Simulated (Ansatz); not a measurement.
Electronic density of states of amorphous Si$_{24}$O$_{47}$H$_{2}$, density 2.24 g/cm³, on a 2×2×2 Γ-centred mesh with a Gaussian width of 0.1 eV; energies count from the Fermi level, whose place inside the gap is arbitrary. Cell and mesh are small, so fine structure isn't converged. Calculation: PBE, scalar-relativistic without spin-orbit coupling (plane waves to 420 eV, PAW; Ansatz, a first-principles code). Sampling: a 2×2×2 Γ-centred mesh; Fermi-Dirac width 0.01 eV; collinear spin, started from moments on atoms (at the end a net moment of 0.0 μB, with unpaired spins of both signs, a broken-symmetry state; no other order was tried). The usual formal charges leave 4 electrons over, so the level spacing at the Fermi energy parts defect or band states and needn't be the band gap. In the spin-polarised cell the level spacing at the Fermi energy can part levels of unlike spin. At PBE the levels at both edges of the gap are localised (band-tail or defect states), and the nearest spread-out levels lie 6.1 eV apart at the zone centre.

A CHGNet melt-quench gave the starting glass, which DFT then relaxed. O atoms were pushed apart under 1.9 Å during the dynamics, to hinder bonds among them. The hot cell started wider than the set density and was brought back towards it in steps. It is the lowest in DFT energy of 2 quenches. It is a model cell: composition and starting density were chosen by hand, and all elements were melted together. No dispersion term was used. Its density started from a set value of 2.24 and ended at 2.24 g/cm³. The simulated quench (nominally 780 K/ps over its main leg) is rapid and tends to freeze in more defects than a deposited or slowly cooled glass has. Values belong to this one cell and scatter from quench to quench. The volume was held where the preparation left it, at a PBE pressure of 1.9 GPa. Stress components on the final sampling reach 3.1 GPa.

| E - EF (eV) | states/(eV atom) |
|---|---|
| -12.00 | 0.16 |
| -11.90 | 0.17 |
| -11.80 | 0.17 |
| -11.70 | 0.19 |
| -11.60 | 0.20 |
| -11.50 | 0.23 |
| -11.40 | 0.18 |
| -11.30 | 0.17 |
| -11.20 | 0.18 |
| -11.10 | 0.16 |
| -11.00 | 0.15 |
| -10.90 | 0.19 |
| -10.80 | 0.24 |
| -10.70 | 0.22 |
| -10.60 | 0.24 |
| -10.50 | 0.27 |
| -10.40 | 0.23 |
| -10.30 | 0.17 |
| -10.20 | 0.14 |
| -10.10 | 0.19 |
| -10.00 | 0.23 |
| -9.90 | 0.18 |
| -9.80 | 0.15 |
| -9.70 | 0.17 |
| -9.60 | 0.18 |
| -9.50 | 0.17 |
| -9.40 | 0.22 |
| -9.30 | 0.24 |
| -9.20 | 0.21 |
| -9.10 | 0.22 |
| -9.00 | 0.31 |
| -8.90 | 0.42 |
| -8.80 | 0.50 |
| -8.70 | 0.60 |
| -8.60 | 0.63 |
| -8.50 | 0.60 |
| -8.40 | 0.58 |
| -8.30 | 0.60 |
| -8.20 | 0.57 |
| -8.10 | 0.46 |
| -8.00 | 0.39 |
| -7.90 | 0.39 |
| -7.80 | 0.18 |
| -7.70 | 0.12 |
| -7.60 | 0.13 |
| -7.50 | 0.11 |
| -7.40 | 0.15 |
| -7.30 | 0.19 |
| -7.20 | 0.32 |
| -7.10 | 0.35 |
| -7.00 | 0.30 |
| -6.90 | 0.27 |
| -6.80 | 0.35 |
| -6.70 | 0.41 |
| -6.60 | 0.36 |
| -6.50 | 0.37 |
| -6.40 | 0.50 |
| -6.30 | 0.49 |
| -6.20 | 0.49 |
| -6.10 | 0.56 |
| -6.00 | 0.63 |
| -5.90 | 0.66 |
| -5.80 | 0.69 |
| -5.70 | 0.75 |
| -5.60 | 0.72 |
| -5.50 | 0.73 |
| -5.40 | 0.76 |
| -5.30 | 0.79 |
| -5.20 | 0.83 |
| -5.10 | 0.89 |
| -5.00 | 0.83 |
| -4.90 | 0.77 |
| -4.80 | 0.79 |
| -4.70 | 0.87 |
| -4.60 | 0.91 |
| -4.50 | 0.98 |
| -4.40 | 1.00 |
| -4.30 | 0.94 |
| -4.20 | 0.88 |
| -4.10 | 0.82 |
| -4.00 | 0.79 |
| -3.90 | 0.77 |
| -3.80 | 0.72 |
| -3.70 | 0.67 |
| -3.60 | 0.63 |
| -3.50 | 0.48 |
| -3.40 | 0.29 |
| -3.30 | 0.18 |
| -3.20 | 0.07 |
| -3.10 | 0.01 |
| -3.00 | 0.00 |
| -2.90 | 0.00 |
| -2.80 | 0.00 |
| -2.70 | 0.00 |
| -2.60 | 0.00 |
| -2.50 | 0.00 |
| -2.40 | 0.00 |
| -2.30 | 0.00 |
| -2.20 | 0.00 |
| -2.10 | 0.00 |
| -2.00 | 0.05 |
| -1.90 | 0.14 |
| -1.80 | 0.08 |
| -1.70 | 0.01 |
| -1.60 | 0.00 |
| -1.50 | 0.00 |
| -1.40 | 0.00 |
| -1.30 | 0.00 |
| -1.20 | 0.00 |
| -1.10 | 0.02 |
| -1.00 | 0.10 |
| -0.90 | 0.11 |
| -0.80 | 0.04 |
| -0.70 | 0.00 |
| -0.60 | 0.00 |
| -0.50 | 0.00 |
| -0.40 | 0.00 |
| -0.30 | 0.00 |
| -0.20 | 0.00 |
| -0.10 | 0.00 |
| 0.00 | 0.00 |
| 0.10 | 0.00 |
| 0.20 | 0.00 |
| 0.30 | 0.00 |
| 0.40 | 0.00 |
| 0.50 | 0.00 |
| 0.60 | 0.00 |
| 0.70 | 0.00 |
| 0.80 | 0.02 |
| 0.90 | 0.09 |
| 1.00 | 0.11 |
| 1.10 | 0.04 |
| 1.20 | 0.00 |
| 1.30 | 0.00 |
| 1.40 | 0.00 |
| 1.50 | 0.00 |
| 1.60 | 0.00 |
| 1.70 | 0.01 |
| 1.80 | 0.07 |
| 1.90 | 0.12 |
| 2.00 | 0.06 |
| 2.10 | 0.01 |
| 2.20 | 0.00 |
| 2.30 | 0.00 |
| 2.40 | 0.00 |
| 2.50 | 0.00 |
| 2.60 | 0.02 |
| 2.70 | 0.01 |
| 2.80 | 0.02 |
| 2.90 | 0.03 |
| 3.00 | 0.05 |
| 3.10 | 0.06 |
| 3.20 | 0.08 |
| 3.30 | 0.11 |
| 3.40 | 0.12 |
| 3.50 | 0.09 |
| 3.60 | 0.11 |
| 3.70 | 0.12 |
| 3.80 | 0.10 |
| 3.90 | 0.10 |
| 4.00 | 0.14 |
| 4.10 | 0.16 |
| 4.20 | 0.19 |
| 4.30 | 0.25 |
| 4.40 | 0.23 |
| 4.50 | 0.22 |
| 4.60 | 0.24 |
| 4.70 | 0.22 |
| 4.80 | 0.27 |
| 4.90 | 0.31 |
| 5.00 | 0.32 |
| 5.10 | 0.32 |
| 5.20 | 0.36 |
| 5.30 | 0.40 |
| 5.40 | 0.44 |
| 5.50 | 0.50 |
| 5.60 | 0.52 |
| 5.70 | 0.51 |

The level spacing at the Fermi energy on this mesh is 1.77 eV; the broadening fills part of it in the curve.
